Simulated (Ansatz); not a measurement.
# Several settings converged on the (110) slab of YTe (cut from a parent of space group no. 225; 8 atoms in the cell)

```yaml
crystal:
  lattice:
    - [6.17916, 0.00000, 0.00000]
    - [0.00000, 4.36933, 0.00000]
    - [0.00000, 0.00000, 20.55401]
  atoms:
    - { symbol: Te, position: [0.00000, 0.75000, 0.34057] }
    - { symbol: Te, position: [0.50000, 0.25000, 0.44686] }
    - { symbol: Te, position: [0.00000, 0.75000, 0.55314] }
    - { symbol: Te, position: [0.50000, 0.25000, 0.65943] }
    - { symbol: Y, position: [0.00000, 0.25000, 0.44686] }
    - { symbol: Y, position: [0.50000, 0.75000, 0.34057] }
    - { symbol: Y, position: [0.00000, 0.25000, 0.65943] }
    - { symbol: Y, position: [0.50000, 0.75000, 0.55314] }
```

Base method: PBEsol, default PAW files made with PBE (plane waves; Ansatz, an electronic-structure program).

Base settings: basis.ecutwfc = 420 eV; kpoints.mp_grid.grid = 3 4 1; hamiltonian.xc = pbesol; hamiltonian.pseudopotentials = {kind: paw} (the program's default PAW files); scf.occupations.method = gaussian; scf.occupations.width = 0.1 eV.

The count of work is k-points × plane waves × bands × iterations; it is no time. Core times come from one kind of shared machine, to one figure; runs under 30 s give none.

**The vacuum**

The mesh stays at the base's, so the ladder's end is converged at best in this setting alone.

Only quantities that move along the ladder and can be compared are tabulated.

```tsv
vacuum between outermost atoms (Å)	free energy less the last step's (meV/atom)	largest difference of a force vector from the last step's (eV/Å)	count of work / last
3.0	-220.55	1.100	0.26
4.0	-95.62	0.513	0.25
5.0	-39.19	0.234	0.32
6.0	-15.10	0.088	0.35
7.0	-5.64	0.025	0.37
8.0	-2.19	0.007	0.40
10.0	-0.35	0.001	0.45
12.0	-0.05	0.000	0.51
14.0	-0.01	0.000	0.56
17.0	0.00	0.000	0.65
20.0	0.00	0.000	0.73
25.0	0.00	0.000	0.86
30.0	0.00	0.000	1.0
```

Smallest vacuum between outermost atoms (Å) that holds the forces within 0.005 eV/Å of the last step, with all finer ones: 10.0; the step before is off by 0.007 eV/Å.

Smallest vacuum between outermost atoms (Å) that holds the free energy within 1 meV/atom of the last step, with all finer ones: 10.0; the step before is off by 2.2 meV/atom.

**The k-point mesh**

Only quantities that move along the ladder and can be compared are tabulated.

| kpoints.mp_grid.grid | free energy less the last step's (meV/atom) | largest difference of a force vector from the last step's (eV/Å) | count of work / last | core time / last (rough) |
|---|---|---|---|---|
| 1 2 1 | 501.94 | 0.340 | 0.025 | – |
| 2 2 1 | 43.39 | 0.327 | 0.061 | – |
| 2 3 1 | 23.32 | 0.114 | 0.050 | – |
| 3 4 1 | 11.10 | 0.091 | 0.067 | – |
| 4 5 1 | -2.92 | 0.009 | 0.11 | – |
| 4 6 1 | -1.25 | 0.028 | 0.15 | – |
| 5 7 1 | 0.42 | 0.015 | 0.15 | – |
| 6 8 1 | 0.96 | 0.013 | 0.25 | 0.3 |
| 6 9 1 | 0.67 | 0.010 | 0.25 | 0.2 |
| 8 10 1 | -0.20 | 0.008 | 0.38 | 0.4 |
| 9 12 1 | 0.26 | 0.007 | 0.44 | 0.4 |
| 10 14 1 | 0.04 | 0.004 | 0.60 | 0.6 |
| 12 17 1 | 0.14 | 0.001 | 0.79 | 0.7 |
| 14 19 1 | 0.00 | 0.000 | 1.0 | 1 |

Coarsest kpoints.mp_grid.grid that holds the free energy within 0.5 meV/atom of the last step, with all finer ones: 8 10 1, at 0.38 of the last step's count of work and about 0.4 of the last step's time; the step before is off by 0.67 meV/atom.

**The plane-wave cutoff**

The mesh stays at the base's, so the ladder's end is converged at best in this setting alone.

Only quantities that move along the ladder and can be compared are tabulated.

| basis.ecutwfc | free energy less the last step's (meV/atom) | largest difference of a force vector from the last step's (eV/Å) | count of work / last |
|---|---|---|---|
| 210 eV | 2669.59 | 0.096 | 0.14 |
| 250 eV | 447.63 | 0.014 | 0.18 |
| 295 eV | 44.52 | 0.003 | 0.21 |
| 355 eV | 1.48 | 0.000 | 0.28 |
| 420 eV | 0.62 | 0.000 | 0.35 |
| 505 eV | 0.14 | 0.000 | 0.46 |
| 630 eV | 0.04 | 0.000 | 0.65 |
| 840 eV | 0.00 | 0.000 | 1.0 |

Coarsest basis.ecutwfc that holds the free energy within 0.5 meV/atom of the last step, with all finer ones: 505 eV; the step before is off by 0.62 meV/atom.

Coarsest basis.ecutwfc that holds the forces within 0.01 eV/Å of the last step, with all finer ones: 295 eV, at 0.21 of the last step's count of work; the step before is off by 0.014 eV/Å.

On the base run: the starting cell comes from a database of computed structures (which also holds hypothetical and non-ambient phases and stackings), without a prior relaxation at this level. The slab is cut from that crystal, and its faces are unrelaxed. Its lattice was rescaled by up to half a per cent. Spin polarisation is off, though cut faces can carry moments; the slab shows no gap. In the base run, forces exceed 1 eV/Å. Without a gap this mesh is coarse (it stands for a supercell whose shortest in-plane vector is 17 Å).

Keys are those of Ansatz 0.2.
